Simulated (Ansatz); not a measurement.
## Migration barriers: interstitial N in corundum, charge state -1

Defect: interstitial N in corundum, charge state -1. Computed with PBE, PAW (plane waves to 420 eV; Ansatz, an electronic-structure program).

Settings: 120 host sites, the relaxed PBE lattice, the Γ point alone, smearing 0.01 eV, spin-restricted, no image-charge correction. Static, classical nuclei. The charge state is imposed; whether it is stable for some Fermi level was not computed. Sites that were not tried may lie lower.

Barriers: single points on a 2×2×2 k-point mesh shifted by half a step along c at the bands' geometries.

```tsv
Route	Start site over the lowest site run (eV)	Hop (Å)	Forward barrier (eV)	Backward barrier (eV)	Neighbours at the start	Neighbours at the saddle	Saddle order	Forward, on the band's own sampling (eV)
several atoms move together, O the farthest	0.00	1.99	1.26	1.26	Al at 1.82, Al at 1.92; N at 1.50; O at 2.12 Å	2 Al at 1.73; N at 1.39 Å	not checked, on a symmetry element	1.25
several atoms move together, N the farthest	0.10	1.74	1.17	1.17	Al at 1.83, 2 Al at 1.86; O at 1.45 Å	2 Al at 1.79, Al at 2.11, Al at 2.15; 2 O at 1.82 Å	not checked, on a symmetry element	1.15
```

Paths come from nudged elastic bands with a climbing image.  A band can be held on a symmetry element, so unchecked saddle points there may be too high. A further band (several atoms move together, O the farthest, 1.86 Å) gave 1.16 eV forward on its own sampling, 1.16 eV above the lowest site run, but a shoulder points to a second hump between its images, so it is not taken as a result.

The whole set of runs took very roughly 6 core-hours.
